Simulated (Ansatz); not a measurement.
# ZnS, response to strain

Consider ZnS in the zinc blende structure (space group F-43m, No. 216; a = 5.2968 Å). Axes: x, y, z lie along the cube axes.

Strains are applied to the cell and any free atomic positions relax; under biaxial strain the out-of-plane vector relaxes too.

Level of theory: LDA (Ansatz, a first-principles code), no SOC.

Notes on the quantities. energy relative to the base: free energy F.

```csv
variant,out-of-plane strain,energy relative to the base,shortest interatomic distance,band gap
base,–,0 meV/atom,4.334 bohr,2.13 eV
"biaxial strain −2.50 %, plane normal [001], relaxed out of plane",+3.00 %,+7.7 meV/atom,4.307 bohr,2.14 eV
"biaxial strain −2.00 %, plane normal [001], relaxed out of plane",+2.40 %,?,4.312 bohr,2.14 eV
"biaxial strain −1.50 %, plane normal [001], relaxed out of plane",+1.81 %,+2.7 meV/atom,4.318 bohr,2.13 eV
"biaxial strain −1.00 %, plane normal [001], relaxed out of plane",+1.20 %,+1.2 meV/atom,4.323 bohr,2.13 eV
"biaxial strain −0.50 %, plane normal [001], relaxed out of plane",+0.60 %,+0.3 meV/atom,4.329 bohr,2.13 eV
"biaxial strain +0.50 %, plane normal [001], relaxed out of plane",-0.62 %,+0.3 meV/atom,4.340 bohr,2.08 eV
"biaxial strain +1.00 %, plane normal [001], relaxed out of plane",-1.24 %,+1.1 meV/atom,4.346 bohr,2.04 eV
"biaxial strain +1.50 %, plane normal [001], relaxed out of plane",-1.86 %,+2.6 meV/atom,4.351 bohr,2.00 eV
"biaxial strain +2.00 %, plane normal [001], relaxed out of plane",-2.49 %,?,4.357 bohr,1.95 eV
```

**Question.** Complete the table.

**Answer.** 
- biaxial strain −2.00 %, plane normal [001], relaxed out of plane, energy relative to the base: +4.9 meV/atom
- biaxial strain +2.00 %, plane normal [001], relaxed out of plane, energy relative to the base: +4.5 meV/atom

Stability against distortions was not tested.
